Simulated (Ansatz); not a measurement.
## Nb5Si3: pressure series

Take Nb5Si3 (space group I4/mcm, No. 140; a = 6.549 Å, c = 11.806 Å) as the base.

Cell and atoms are relaxed at each pressure.

Method: PBEsol, PAW, 420 eV (Ansatz, an electronic-structure program; without spin-orbit coupling).

Notes on the quantities. enthalpy: H = E + PV relative to the base's energy.

```tsv
change	lattice parameter a	enthalpy	c/a ratio
base	6.549 Å	–	1.803
pressure −2 GPa	6.569 Å	-0.20 eV/atom	1.804
pressure −1 GPa	6.559 Å	-0.10 eV/atom	1.803
pressure 0.3 GPa	6.546 Å	+0.03 eV/atom	1.803
pressure 0.7 GPa	6.542 Å	+0.07 eV/atom	1.803
pressure 1.5 GPa	6.534 Å	+0.15 eV/atom	1.802
pressure 3 GPa	6.519 Å	+0.29 eV/atom	1.802
pressure 5 GPa	?	+0.49 eV/atom	?
pressure 7.5 GPa	6.479 Å	+0.73 eV/atom	1.800
pressure 10 GPa	6.458 Å	+0.97 eV/atom	1.798
```

Q: Some entries are withheld; estimate them.

A: 
- pressure 5 GPa, lattice parameter a: 6.501 Å
- pressure 5 GPa, c/a ratio: 1.801

Load acts through the strain it causes; cell and atoms are relaxed under it. Whether these cells are dynamically stable was not tested. Competing high-pressure phases were not computed. All final runs are without spin polarisation.
